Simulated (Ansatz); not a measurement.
For 1T (CdI2-type) PtTe₂, PBE-D4 in Ansatz (plane waves, PAW) gives:

| Item | Value |
|---|---|
| equilibrium lattice constant a | 4.054 Å |
| lattice parameter c | 5.093 Å |

### Question
What does HSE06-D3(BJ) (Ansatz, a quantum-chemistry and plane-wave program, plane waves, PAW) give for the same quantities?

### Answer

- lattice constant a: 4.001 Å (falls by 1.3 %)
- lattice parameter c: 4.997 Å (drops by 1.9 %)

For comparison: lattice constant a 4.026 Å (measured, temperature not stated, not corrected to a static lattice; as tabulated in Pelayo et al. (2023), arXiv:2312.15371); lattice parameter c 5.221 Å (measured, temperature not stated, not corrected to a static lattice; as tabulated in Pelayo et al. (2023), arXiv:2312.15371).

Changes are worked out from the printed values.

Unless a cell is named, each level is at its own relaxed cell (PBE-D4 24.17, HSE06-D3(BJ) 23.10 Å³/atom).

Levels without +SOC leave out spin–orbit coupling, which shifts energies and cells of such heavy elements.

Ansatz's density-functional and Hartree–Fock values are scalar-relativistic unless marked +SOC, with PAW data made under PBE.
